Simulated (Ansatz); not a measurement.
A computed series for Ti: response to strain

The reference is Ti in the hcp (Mg type) structure (space group P6_3/mmc, No. 194; a = 2.9364 Å, c = 4.6402 Å; relaxed with 0.1 eV smearing). Axes: x lies along a and z along c of the hexagonal cell.

Strains are applied to the cell and any free atomic positions relax.

Calculations: r2SCAN in Ansatz (plane waves to 500 eV, PAW, no SOC).

Notes on the quantities. energy relative to the base: free energy F.

```json
[
 {"uniaxial strain ε_zz (%)": "0", "energy relative to the base (meV/atom)": "0.0"},
 {"uniaxial strain ε_zz (%)": "0.5", "energy relative to the base (meV/atom)": "0.3"},
 {"uniaxial strain ε_zz (%)": "1", "energy relative to the base (meV/atom)": "1.0"},
 {"uniaxial strain ε_zz (%)": "1.5", "energy relative to the base (meV/atom)": "?"},
 {"uniaxial strain ε_zz (%)": "2", "energy relative to the base (meV/atom)": "4.1"},
 {"uniaxial strain ε_zz (%)": "2.5", "energy relative to the base (meV/atom)": "6.4"},
 {"uniaxial strain ε_zz (%)": "3", "energy relative to the base (meV/atom)": "9.1"}
]
```

Problem. Fit ΔE = Aε² + Bε³ (ε in %) to the rows shown and predict the withheld row.

Solution. Least squares on the printed values gives A = 1.06 and B = -0.014 meV/atom (largest residual 0.0 meV/atom); this predicts 2.3 meV/atom, and the run gives 2.3 meV/atom, in agreement.

Whether these cells are dynamically stable was not tested. All final runs are without spin polarisation.

Ansatz is a quantum-chemistry and plane-wave program.
